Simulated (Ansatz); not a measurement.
## YN under a change: Y interstitial (started 1.73 Å from the nearest host atom)

The reference is a 24-atom supercell of YN in the rock salt structure (space group Fm-3m, No. 225; a = 4.906 Å) at its relaxed geometry.

One thing is altered: a neutral Y interstitial (started 1.73 Å from the nearest host atom), atoms relaxed at fixed cell, starting from a slightly rattled geometry.

Level of theory: PBE (Ansatz, a first-principles code, PAW, no spin-orbit coupling), earlier PAW set. Γ-centred 4×3×4 mesh, Fermi–Dirac width 0.01 eV.

The pressure goes from zero to 12.3 GPa and the gap of the supercell goes from 0.21 eV to zero. The total moment of the cell comes out as 0.0 μB and the largest displacement of a host atom from its site in the perfect cell comes out as 0.55 Å. The final site of the added atom amounts to 4 N at 2.17–2.25 Å (tetrahedral).

Cost of the whole job for the changed cell (relaxation, final SCF and bands): about 19 core-minutes (a rough figure).

Other magnetic orders, which the real material may have, were not ruled out. In so small a cell the defect repeats every few ångströms: this is an ordered compound, not a dilute defect. A case with no gap was solved on a k-mesh chosen for an insulator, which is coarse for it. Seeded moments were not kept for Y interstitial (started 1.73 Å from the nearest host atom). The defect cell is spin-polarised and ends with 0.0 μB. A zero or small gap of YN can be the functional's error rather than a property of the material.
